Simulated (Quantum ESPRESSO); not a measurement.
Quantum ESPRESSO is run on Ag₆HgNO₁₁ (Fmm2, 19 atoms in the cell), and the run fails. The aim is a self-consistent single point with DFT, PBEsol, plane waves, GBRV 1.5 ultrasoft (PBESOL) pseudopotentials.

Cell that was meant: a = 7.3656 Å, b = 7.2940 Å, c = 7.2471 Å, α = 60.87°, β = 59.88°, γ = 59.25°.

Part of the input:

```fortran
Ag   107.8682  ag_pbesol_v1.4.uspp.F.UPF
Hg   200.5920  hg_pbesol_v1.uspp.F.UPF
N     14.0070  n_pbesol_v1.2.uspp.F.UPF
O     15.9990  o_pbe_v1.2.uspp.F.UPF
CELL_PARAMETERS {alat}
   0.000000000     0.702655668     0.711530050
   0.688745297     0.000000000     0.711530050
```

Output (repeated stretches shortened):

```
           3          10

 %%%%%%%%%%%%%%%%%%%%%%%%%%%%%%%%%%%%%%%%%%%%%%%%%%%%%%%%%%%%%%%%%%%%%%%%%%%%%%
     Error in routine set_dft_from_name (4):
      conflicting values for igcx
 %%%%%%%%%%%%%%%%%%%%%%%%%%%%%%%%%%%%%%%%%%%%%%%%%%%%%%%%%%%%%%%%%%%%%%%%%%%%%%

     stopping ...
```

Task: Read the log: what does the program object to, and what is the fix?

Result: The fault is potentials made for another functional; here the program stops on it instead of giving results. To fix it, use potentials made for the functional of the run. The program stopped before any SCF iteration.

An input that runs soundly differs in these lines (not the only fix; some lines may just follow from the change or write a value another way):
```diff
-O     15.9990  o_pbe_v1.2.uspp.F.UPF
+O     15.9990  o_pbesol_v1.2.uspp.F.UPF
```

With that input, the run converged in 24 iterations: free energy E − TS -30667.0225 eV; Fermi level (on the code's own zero) 7.59 eV; pressure -13.11 GPa; largest force (vector length) 1.812 eV/Å (DFT, PBEsol, plane waves, GBRV 1.5 ultrasoft (PBESOL) pseudopotentials).

On the sound input: the starting cell comes from a database of computed structures (which also holds hypothetical and non-ambient phases and stackings), without a prior relaxation at this level. Its lattice was rescaled by a random factor within 2.5 % of one. With a pressure of about -13 GPa the cell is away from its equilibrium volume at this level. Forces in this geometry exceed 1 eV/Å.
